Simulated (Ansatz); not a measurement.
The parent structure is TiAl (space group P4/mmm, No. 123; a = 2.7662 Å, c = 4.0021 Å; relaxed with 0.1 eV smearing). Axes: x, y, z lie along a, b, c of the conventional cell.

Computed with LDA (Ansatz, an electronic-structure program; PAW; 420 eV plane waves; no spin-orbit coupling).

The change: the cell is compressed by 2.00 % along z with no lateral relaxation; the atoms relax in the strained cell.

Predict the stress tensor and what it implies for the stiffness.

Stress of the strained cell less that of the base (GPa, compression positive):
```
    2.1     0.0     0.0
    0.0     2.1     0.0
    0.0     0.0     3.6
```

Then −Δσ_ii/ε with ε = -0.0200 gives secant stiffness values (nonlinear terms included at this strain): C33 ≈ 181 GPa, C13 ≈ 107 GPa and C23 ≈ 107 GPa.

Stability against distortions was not tested. All final runs are without spin polarisation.
